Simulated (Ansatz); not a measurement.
# What pressure −1 GPa does to CuI

The parent structure is CuI in the zinc blende structure (space group F-43m, No. 216; a = 6.021 Å).

Modification: a negative pressure, −1 GPa.

The values are results of Kohn–Sham DFT with the r2SCAN functional, run in Ansatz (a program for electronic structure) with PAW and 500 eV plane waves, no SOC, earlier PAW set, not measurements. Γ-centred 10×10×10 mesh, Fermi–Dirac width 0.05 eV.

- Density = 5.66 g/cm³ (base 5.80 g/cm³)
- Shortest interatomic distance = 2.628 Å (base 2.607 Å)
- Band gap = 1.60 eV (base 1.67 eV)
- Gap character = direct at Γ (base direct at Γ)
- Mean gap deformation potential ΔEg/Δln V = -2.9 eV
- Width of the top valence band = 1.48 eV (base 1.57 eV)
- Electron mass = 0.18 mₑ (at Γ) (base 0.18 mₑ (at Γ))
- Hole mass (degenerate bands, along [100]) = 0.29, 0.75, 0.75 mₑ (at Γ) (base 0.29, 0.71, 0.71 mₑ (at Γ))
- Valley order (the lowest conduction-band minima on the path, energy above the VBM, named in the base's zone) = Γ 1.60 eV; L along ⟨111⟩ 2.54 eV; X along ⟨100⟩ 2.95 eV (base Γ 1.67 eV; L along ⟨111⟩ 2.56 eV; X along ⟨100⟩ 2.90 eV)

Final structure:

```
CELL_PARAMETERS angstrom
      0.00000     3.03443     3.03443
      3.03443     0.00000     3.03443
      3.03443     3.03443     0.00000
ATOMIC_POSITIONS crystal
  I  0.75000 0.75000 0.75000
  Cu 0.00000 0.00000 0.00000
```

Spin-orbit coupling, missing from the scalar runs, can matter with I. Load acts through the strain it causes; cell and atoms are relaxed under it. Masses are band curvatures over ±0.01 Å⁻¹ around the edge. Whether these cells are dynamically stable was not tested. The final runs are not spin-polarised.
